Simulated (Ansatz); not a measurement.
## CdSe: response to strain

Take CdSe in the wurtzite structure (space group P6_3mc, No. 186; a = 4.340 Å, c = 7.078 Å) as the base. Axes: x lies along a and z along c of the hexagonal cell.

Strains are applied to the cell and any free atomic positions relax; under biaxial strain the out-of-plane vector relaxes too.

Levels (all Ansatz, an electronic-structure program, PAW, earlier PAW set): r2SCAN (500 eV, spin-orbit coupling left out); HSE06 (420 eV, without spin-orbit coupling).

Band gaps by level, all at the geometries relaxed with r2SCAN:

```json
[
 {"case": "base", "r2SCAN": "1.10 eV", "HSE06": "1.54 eV"},
 {"case": "biaxial strain −2.94 %, plane normal [001], relaxed out of plane", "r2SCAN": "1.01 eV", "HSE06": "1.46 eV"},
 {"case": "biaxial strain −0.20 %, plane normal [001], relaxed out of plane", "r2SCAN": "1.10 eV", "HSE06": "1.54 eV"},
 {"case": "isotropic strain −2.38 %", "r2SCAN": "1.27 eV", "HSE06": "1.73 eV"},
 {"case": "isotropic strain +3.74 %", "r2SCAN": "0.84 eV", "HSE06": "1.25 eV"},
 {"case": "isotropic strain +3.81 %", "r2SCAN": "0.83 eV", "HSE06": "1.25 eV"}
]
```

Single points use the geometry relaxed with r2SCAN. No phonon test of stability was made.
